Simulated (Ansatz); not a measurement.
Zinc-blende BeS was calculated with Hartree–Fock (plane waves, PAW; Ansatz, a quantum-chemistry and plane-wave program).

Settings: plane-wave cutoff 460 eV, 10×10×10 k mesh, Fermi–Dirac smearing 0.01 eV, scalar-relativistic PAW data made under PBE.

Properties against volume:

| V (Å³/atom) | P (GPa) | direct gap at Γ (eV) | smallest gap on the k mesh (eV) |
|---|---|---|---|
| 14.223 | 6.60 | 13.947 | 10.440 |
| 14.744 | 2.55 | 13.826 | 10.502 |
| 15.092 | 0.19 | 13.582 | 10.537 |
| 15.500 | -2.28 | 13.308 | 10.574 |
| 15.878 | -4.30 | 13.064 | 10.603 |

The fundamental gap (10.54 eV at the equilibrium volume, on the SCF mesh) lies elsewhere than Γ–Γ.
